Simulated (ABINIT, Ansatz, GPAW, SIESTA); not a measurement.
# Code comparison for Mg5Sn (Cm, 6 atoms in the cell)

Self-consistent single point.

```
Mg5Sn
1.0
    5.94740    -1.69042     0.00000
    5.94740     1.69042     0.00000
   -1.70357     0.00000     6.95100
Mg Sn
5 1
Direct
  0.00290   0.00290   0.00474
  0.66868   0.66868   0.33461
  0.05434   0.05434   0.60474
  0.33110   0.33110   0.66912
  0.72027   0.72027   0.94279
  0.38938   0.38938   0.27734
```

Shared settings, as Ansatz (a program for electronic structure) writes them: kpoints.mp_grid.grid = 4 4 2; scf.occupations.method = fermi_dirac; scf.occupations.width = 0.0073 Ry. Potentials and cutoffs stand in the table.

```csv
code,model,pressure (GPa),largest force (eV/Å),cutoff
ABINIT,"LDA (PW92), PAW (JTH v2.0 LDA PAW)",-2.05,0.293,20 Ha
SIESTA,"LDA PW92, numerical atomic orbitals DZP, PseudoDojo LDA standard norm-conserving potentials (rewritten from UPF to PSML)",0.96,0.345,grid 400 Ry
Ansatz,"LDA (PW92), PAW files made with PBE",-1.92,0.295,default
GPAW,"LDA (Perdew-Wang 92), GPAW PAW datasets LDA (gpaw-data 1.0.1)",-1.95,0.299,800 eV
```

Size of the force on each atom (eV/Å): Sizes of forces hide their directions.

```csv
code,Mg1,Mg2,Mg3,Mg4,Mg5,Sn6
ABINIT,0.270,0.120,0.293,0.209,0.216,0.029
SIESTA,0.296,0.143,0.345,0.277,0.217,0.074
Ansatz,0.270,0.120,0.295,0.206,0.215,0.024
GPAW,0.274,0.122,0.299,0.207,0.217,0.024
```

The spread over the programs that give each value: pressure within 3.01 GPa; largest force within 0.052 eV/Å.

SIESTA uses small atom-centred bases, whose incompleteness enters pressures, forces and empty levels differently from a plane-wave cutoff. Ansatz's pressure is given at a fixed set of plane waves, as the other plane-wave codes print theirs. In the pressure, SIESTA (by 2.91) lies more than 1 GPa from the median of the plane-wave programs. In the force vectors, SIESTA (by 0.114) lies more than 0.08 eV/Å from the median of the plane-wave programs.

On the base mesh (5 5 3) the same programs gave: Ansatz pressure -1.93 GPa; ABINIT pressure -2.07 GPa; GPAW pressure -1.97 GPa; SIESTA pressure 1.00 GPa.

The starting cell comes from a database of computed structures (which also holds hypothetical and non-ambient phases and stackings), without a prior relaxation at this level.

Left out of this page: CP2K (on another mesh).

Keys are those of Ansatz 0.2.
